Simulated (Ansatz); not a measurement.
Input and output of a self-consistent single point for YSi2 (I4/mmm, 3 atoms in the cell) (Ansatz, a quantum-chemistry and plane-wave program).

Method: PBE-D4 (plane waves, PAW; Ansatz).

```
YSi2
1.0
   -1.79262     1.79262     4.38751
    1.79262    -1.79262     4.38751
    1.79262     1.79262    -4.38751
Y Si
1 2
Cartesian
  0.00000   0.00000   0.00000
  0.00000   0.00000   2.94227
  0.00000   0.00000   5.83276
```

Reference input (self-consistent single point, DFT, PBE, plane waves, default PAW files): basis.ecutwfc = 30.9 Ry; kpoints.mp_grid.grid = 7 7 7; hamiltonian.xc = pbe; hamiltonian.pseudopotentials = {kind: paw} (the program's default PAW files); scf.occupations.method = methfessel_paxton; scf.occupations.width = 0.02 Ry. This run's input differs from it in these lines:

```diff
@@ -16,2 +16,3 @@
   xc: pbe
+  dispersion: d4
   pseudopotentials: { kind: paw }
```

Output, abridged:

```
SCF iter   1: F=—  HF=-5121.307488 eV  |F-HF|=—  |Δ(HF+E_count)|=         —  Δρ=4.83e-3  dr2=4.08e-2  ethr=1.77e-3  ⟨swp⟩=5.0  Hψ=3086  notcnv=0
all-band conjugate gradients solve this SCF's bands
preconditioner: auto → Kerker (q_TF=auto, 2.276 Å⁻¹)
SCF iter   2: F=—  HF=-5121.300590 eV  |F-HF|=—  |Δ(HF+E_count)|=   6.90e-3  S|Δr|=    0.00e0  Δρ=2.49e-3  dr2=9.87e-3  ethr=2.15e-4  ⟨swp⟩=1.0  Hψ=880  notcnv=0
SCF iter   3: F=—  HF=-5121.298779 eV  |F-HF|=—  |Δ(HF+E_count)|=   1.81e-3  S|Δr|=    0.00e0  Δρ=3.68e-4  dr2=7.50e-5  ethr=5.19e-5  ⟨swp⟩=2.3  Hψ=717  notcnv=0
SCF iter   4: F=—  HF=-5121.298779 eV  |F-HF|=—  |Δ(HF+E_count)|=   4.82e-7  S|Δr|=    0.00e0  Δρ=9.69e-5  dr2=5.34e-6  ethr=3.95e-7  ⟨swp⟩=2.2  Hψ=840  notcnv=0
SCF iter   5: F=-5121.298779 eV  HF=-5121.298779 eV  |F-HF|=1.45e-8  |Δ(HF+E_count)|=   9.45e-8  S|Δr|=    0.00e0  Δρ=1.37e-5  dr2=8.22e-8  ethr=5.26e-10  ⟨swp⟩=4.0  Hψ=3005  notcnv=0
SCF 1 converged in 5 iterations: F = -5121.298779 eV  dr2 = 8.22e-8
Stability not checked (fill_not_monotonic)
Free energy (F): -5121.298779 eV
Internal energy: -5121.278917 eV  (E = F + TS)
E sigma→0 (E₀):  -5121.293813 eV
Entropy (-TS):   -0.019862 eV (-6.621 meV/atom)
Fermi energy:    10.370675 eV
--- Forces (eV/Å), atoms counted from 1 ---
  atom   1  Y      0.00000000     0.00000000    -0.00000000
  atom   2  Si    -0.00000000    -0.00000000    -0.86339736
  atom   3  Si     0.00000000     0.00000000     0.86339736
--- Stress (GPa, compression-positive) ---
        4.107630      -0.000000       0.000000
       -0.000000       4.107630      -0.000000
        0.000000       0.000000       4.007883
  P = ⅓ Tr σ = 4.0744 GPa (40.744 kbar)
  The stress holds the Pulay correction. Without it, at fixed plane waves, as pw.x and ABINIT print it: P = 4.0588 GPa
```

The run converged in 5 iterations. Against the reference run the pressure goes from 7.14 to 4.07 GPa and the largest force moves little (0.871 to 0.863 eV/Å).

The starting cell was generated: these elements placed on a structure prototype, without a prior relaxation; it need not be a known phase or ordering of this composition. With a pressure of about 4 GPa the cell is away from its equilibrium volume at this level. Ansatz's pressure includes its estimate of the finite-basis (Pulay) stress.

Keys are those of Ansatz 0.2.
